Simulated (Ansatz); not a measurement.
# TiSi2: tensor shear ε_xz = +3.30 %

The parent structure is TiSi$_{2}$ (space group Fddd, No. 70; a = 4.780 Å, b = 8.232 Å, c = 8.522 Å). Axes: x, y, z lie along a, b, c of the conventional cell.

Now apply this change: a pure shear with ε_xz = ε_zx = 0.0330; the atoms relax in the strained cell.

All numbers come from r2SCAN/PAW in Ansatz (an electronic-structure program), no SOC, earlier PAW set. Γ-centred 13×13×13 mesh, Fermi–Dirac width 0.05 eV.

```json
[
 {"quantity": "volume per atom", "base": "13.97 Å³", "changed": "13.96 Å³", "shift": "-0.015 Å³"},
 {"quantity": "space group", "base": "Fddd (No. 70)", "changed": "C2/c (No. 15)", "shift": "–"},
 {"quantity": "shortest interatomic distance", "base": "2.520 Å", "changed": "2.484 Å", "shift": "-0.036 Å"},
 {"quantity": "energy relative to the base (free energy F)", "base": "0 meV/atom", "changed": "+21 meV/atom", "shift": "+21 meV/atom"},
 {"quantity": "pressure (mean of the normal stresses, compression positive)", "base": "0.0 GPa", "changed": "0.3 GPa", "shift": "+0.3 GPa"},
 {"quantity": "band gap", "base": "zero", "changed": "zero", "shift": "–"},
 {"quantity": "largest internal atomic displacement", "base": "–", "changed": "0.059 Å", "shift": "–"},
 {"quantity": "stress (xx, yy, zz, yz, xz, xy; compression positive) (rough)", "base": "–", "changed": "(0.4, 0.1, 0.5, 0.0, -7.4, 0.0) GPa", "shift": "–"}
]
```

Without a gap, meshes like the base's 13×13×13 leave anisotropic stresses uncertain by several tenths of a GPa, and small strain energies with them. Whether these cells are dynamically stable was not tested. The final runs are not spin-polarised.
